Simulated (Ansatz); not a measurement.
Effect of isotropic strain +4.22 % on ZrSe2

Take ZrSe2 in the CdI2 type structure (space group P-3m1, No. 164; a = 3.6600 Å, c = 5.8409 Å; layered, stacked along the Cartesian z axis; relaxed with 0.1 eV smearing) as the base.

The change: the cell is scaled by 1.0422 in all directions, atoms relaxed at fixed cell.

Calculations: PBEsol-D3(BJ), PAW, 420 eV (Ansatz, an electronic-structure program; without spin-orbit coupling), earlier PAW set. Γ-centred 18×18×10 mesh, Fermi–Dirac width 0.1 eV.

| quantity | base | changed | shift |
|---|---|---|---|
| shortest interatomic distance | 2.656 Å | 2.693 Å | +0.037 Å |
| energy relative to the base (free energy F) | 0 meV/atom | +45 meV/atom | +45 meV/atom |
| pressure (mean of the normal stresses, compression positive) | 0.0 GPa | -4.3 GPa | -4.25 GPa |
| band gap | zero | 0.22 eV | – |
| gap character | absent | indirect, Γ → L | – |
| valence-band top at Γ (three highest levels, from the VBM) | – | 0.00, -0.18, -0.18 eV | – |

Final structure:

```xyz
3
Lattice="3.8144 0.0000 0.0000 -1.9072 3.3034 0.0000 0.0000 0.0000 6.0874" Properties=species:S:1:pos:R:3 pbc="T T T"
Zr     0.0000     0.0000     0.0000
Se     0.0000     2.2023     1.5496
Se     1.9072     1.1011     4.5378
```

Cost of the whole job for the changed cell (relaxation, final SCF and bands): very roughly 3 core-minutes.

Stability against distortions was not tested. All final runs are without spin polarisation. A zero or small gap of ZrSe2 can be the functional's error rather than a property of the material.
